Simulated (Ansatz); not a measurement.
# Li2O in the anti-fluorite structure (space group Fm-3m, No. 225)

```cif
data_Li2O
_chemical_formula_sum 'O1 Li2'
_space_group_name_H-M_alt 'P 1'
_space_group_IT_number 1
_cell_length_a 3.23342
_cell_length_b 3.23342
_cell_length_c 3.23342
_cell_angle_alpha 60.000
_cell_angle_beta 60.000
_cell_angle_gamma 60.000
loop_
_space_group_symop_operation_xyz
  'x, y, z'
loop_
_atom_site_label
_atom_site_type_symbol
_atom_site_fract_x
_atom_site_fract_y
_atom_site_fract_z
_atom_site_occupancy
O1 O 0.00000 0.00000 0.00000 1
Li1 Li 0.25000 0.25000 0.25000 1
Li2 Li 0.75000 0.75000 0.75000 1
```

Calculations: r2SCAN/PAW in Ansatz (an electronic-structure program), no spin-orbit coupling. k-mesh 12×12×12 (Γ-centred); smearing 0.05 eV (Fermi–Dirac).

The volume per atom is 7.97 Å³ and the density comes out as 2.08 g/cm³. The band gap is 5.77 eV, indirect, Γ → X and the electron mass comes out as 0.81 mₑ along k, 0.43 mₑ across. The hole mass (degenerate bands, along [100]) comes out as 0.96, 1.8, 1.8 mₑ and the lowest conduction-band minima above the VBM comes out as X along ⟨100⟩ 5.77 eV; Γ 6.20 eV. The total energy is -327.399 eV/atom (σ→0; compares only within this code and set-up).

Effective masses come from finite differences of ±0.01 Å⁻¹. Along k means along the line from Γ to the band edge. No phonon test of stability was made.
